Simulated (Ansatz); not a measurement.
Results of revPBE (plane waves, PAW; Ansatz, a program for electronic structure) for cubic perovskite CsPbBr3 (cubic high-temperature phase).

Settings: plane-wave cutoff 520 eV, 6×6×6 k mesh, Fermi–Dirac smearing 0.01 eV, scalar-relativistic PAW data made under PBE.

Pressure at four volumes; x = ln(V/45.607 Å³). One pressure is withheld.

| V (Å³/atom) | x | P (GPa) |
|---|---|---|
| 42.871 | -0.0619 | 1.128 |
| 45.607 | 0.0000 | 0.000 |
| 47.432 | 0.0392 | -0.565 |
| 48.344 | 0.0583 | ? |

Pass a parabola P(x) through the three rows shown, estimate the bulk modulus and its pressure derivative near zero pressure, and predict the withheld pressure.

Slopes between the rows: (0.000 − (1.128))/(0.0000 − (-0.0619)) = -18.22 and (-0.565 − (0.000))/(0.0392 − (0.0000)) = -14.41 GPa. Their difference over the span 0.1011 is c = 3.81/0.1011 = 37.7 GPa, so P(x) = 1.128 + (-18.22)(x − (-0.0619)) + 37.7 (x − (-0.0619))(x − (0.0000)). At the middle row B = −dP/dx = −[-18.22 + 37.7 × 0.0619] = 15.9 GPa, and B′ = dB/dP = 2c/B = 4.7. At x = 0.0583 the parabola gives -0.798 GPa; the run gives -0.802 GPa. The Birch–Murnaghan fit to the energies at all volumes has B0 = 15.8 GPa and B′ = 4.7.

Note: the cell is over a tenth larger than the published one: the level's own overestimate first of all, though another phase or state, or a fault of the published cell, is possible; the relaxation could not lower the start's symmetry, so the cell can be a saddle point above a distorted one.

Spin–orbit coupling is not included; it can shift volumes and moduli of such heavy elements.
